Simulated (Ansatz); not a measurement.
Electronic density of states of amorphous Si24O49Ba, density 2.35 g/cm³, on a 2×2×2 Γ-centred mesh with a Gaussian width of 0.1 eV; energies count from the Fermi level, whose place inside the gap is arbitrary. Cell and mesh are small, so fine structure isn't converged. Computed with PBE, scalar-relativistic without spin-orbit coupling (plane waves to 420 eV, PAW; Ansatz, an electronic-structure program). Sampling: a 2×2×2 Γ-centred mesh; Fermi-Dirac width 0.02 eV; no spin polarisation. At PBE the levels at the filled edge of the gap are localised (band-tail or defect states), and the nearest spread-out levels lie 5.2 eV apart at the zone centre.

It comes from a melt-quench run on a machine-learned potential (CHGNet), relaxed afterwards by DFT. O atoms were pushed apart under 1.9 Å during the dynamics, to hinder bonds among them. The hot cell started wider than the set density and was brought back towards it in steps. It is the lowest in DFT energy of 2 quenches. It is a model cell: composition and starting density were chosen by hand, and all elements were melted together. No dispersion term was used. Its density started from a set value of 2.35 and ended at 2.35 g/cm³. The quench (nominally 320 K/ps over its main leg) was far faster than any real one, so the model tends to hold more defects than a real film. One small periodic cell is one sample of the glass; other quenches scatter about these values. The volume was held where the preparation left it and the shape relaxed, at a PBE pressure of 1.5 GPa. Stress components on the final sampling reach 1.6 GPa.

(E - EF (eV), states/(eV atom)): (-12.00, 0.07); (-11.90, 0.19); (-11.80, 0.23); (-11.70, 0.12); (-11.60, 0.10); (-11.50, 0.13); (-11.40, 0.20); (-11.30, 0.21); (-11.20, 0.14); (-11.10, 0.14); (-11.00, 0.16); (-10.90, 0.24); (-10.80, 0.29); (-10.70, 0.24); (-10.60, 0.20); (-10.50, 0.21); (-10.40, 0.18); (-10.30, 0.18); (-10.20, 0.21); (-10.10, 0.22); (-10.00, 0.16); (-9.90, 0.12); (-9.80, 0.12); (-9.70, 0.14); (-9.60, 0.17); (-9.50, 0.21); (-9.40, 0.26); (-9.30, 0.24); (-9.20, 0.18); (-9.10, 0.17); (-9.00, 0.23); (-8.90, 0.33); (-8.80, 0.36); (-8.70, 0.43); (-8.60, 0.48); (-8.50, 0.41); (-8.40, 0.35); (-8.30, 0.42); (-8.20, 0.50); (-8.10, 0.53); (-8.00, 0.44); (-7.90, 0.46); (-7.80, 0.49); (-7.70, 0.49); (-7.60, 0.50); (-7.50, 0.42); (-7.40, 0.44); (-7.30, 0.44); (-7.20, 0.41); (-7.10, 0.39); (-7.00, 0.30); (-6.90, 0.24); (-6.80, 0.15); (-6.70, 0.21); (-6.60, 0.35); (-6.50, 0.27); (-6.40, 0.27); (-6.30, 0.32); (-6.20, 0.36); (-6.10, 0.47); (-6.00, 0.52); (-5.90, 0.57); (-5.80, 0.65); (-5.70, 0.67); (-5.60, 0.70); (-5.50, 0.72); (-5.40, 0.75); (-5.30, 0.77); (-5.20, 0.76); (-5.10, 0.73); (-5.00, 0.79); (-4.90, 0.81); (-4.80, 0.81); (-4.70, 0.84); (-4.60, 0.80); (-4.50, 0.81); (-4.40, 0.88); (-4.30, 0.87); (-4.20, 0.84); (-4.10, 0.88); (-4.00, 0.89); (-3.90, 0.76); (-3.80, 0.66); (-3.70, 0.65); (-3.60, 0.68); (-3.50, 0.75); (-3.40, 0.69); (-3.30, 0.57); (-3.20, 0.49); (-3.10, 0.27); (-3.00, 0.16); (-2.90, 0.06); (-2.80, 0.00); (-2.70, 0.00); (-2.60, 0.03); (-2.50, 0.13); (-2.40, 0.11); (-2.30, 0.12); (-2.20, 0.25); (-2.10, 0.25); (-2.00, 0.16); (-1.90, 0.04); (-1.80, 0.00); (-1.70, 0.00); (-1.60, 0.00); (-1.50, 0.00); (-1.40, 0.00); (-1.30, 0.00); (-1.20, 0.00); (-1.10, 0.00); (-1.00, 0.00); (-0.90, 0.00); (-0.80, 0.00); (-0.70, 0.00); (-0.60, 0.00); (-0.50, 0.00); (-0.40, 0.00); (-0.30, 0.00); (-0.20, 0.00); (-0.10, 0.00); (0.00, 0.00); (0.10, 0.00); (0.20, 0.00); (0.30, 0.00); (0.40, 0.00); (0.50, 0.00); (0.60, 0.00); (0.70, 0.00); (0.80, 0.00); (0.90, 0.00); (1.00, 0.00); (1.10, 0.00); (1.20, 0.00); (1.30, 0.00); (1.40, 0.00); (1.50, 0.00); (1.60, 0.00); (1.70, 0.00); (1.80, 0.00); (1.90, 0.01); (2.00, 0.02); (2.10, 0.01); (2.20, 0.01); (2.30, 0.03); (2.40, 0.04); (2.50, 0.04); (2.60, 0.07); (2.70, 0.08); (2.80, 0.09); (2.90, 0.08); (3.00, 0.04); (3.10, 0.04); (3.20, 0.07); (3.30, 0.10); (3.40, 0.12); (3.50, 0.15); (3.60, 0.14); (3.70, 0.12); (3.80, 0.13); (3.90, 0.19); (4.00, 0.23); (4.10, 0.24); (4.20, 0.23); (4.30, 0.21); (4.40, 0.20); (4.50, 0.24); (4.60, 0.24); (4.70, 0.29); (4.80, 0.37); (4.90, 0.37); (5.00, 0.30); (5.10, 0.26); (5.20, 0.25); (5.30, 0.32); (5.40, 0.38); (5.50, 0.41); (5.60, 0.45); (5.70, 0.50); (5.80, 0.54)

The level gap on this mesh is 4.01 eV; the broadening fills part of it in the curve.
